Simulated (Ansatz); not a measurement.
The reference is BaO in the rock salt structure (space group Fm-3m, No. 225).

```
BaO
1.0
    0.00000     2.78671     2.78671
    2.78671     0.00000     2.78671
    2.78671     2.78671     0.00000
O Ba
1 1
Direct
  0.00000   0.00000   0.00000
  0.50000   0.50000   0.50000
```

Method: Kohn–Sham DFT with the PBE functional, run in Ansatz (an electronic-structure program) with PAW and 420 eV plane waves, no spin-orbit coupling.

Before the change:

The lattice parameter a is 5.573 Å.

It is then changed as follows: a hydrostatic pressure of 2.1 GPa.

**Question.** Estimate the effect on the lattice parameter a and mean gap deformation potential ΔEg/Δln V.

**Answer.** The lattice parameter a falls by 0.052 Å (5.573 Å → 5.521 Å); the mean gap deformation potential ΔEg/Δln V comes out as +3.2 eV.

Load acts through the strain it causes; cell and atoms are relaxed under it. No phonon test of stability was made.
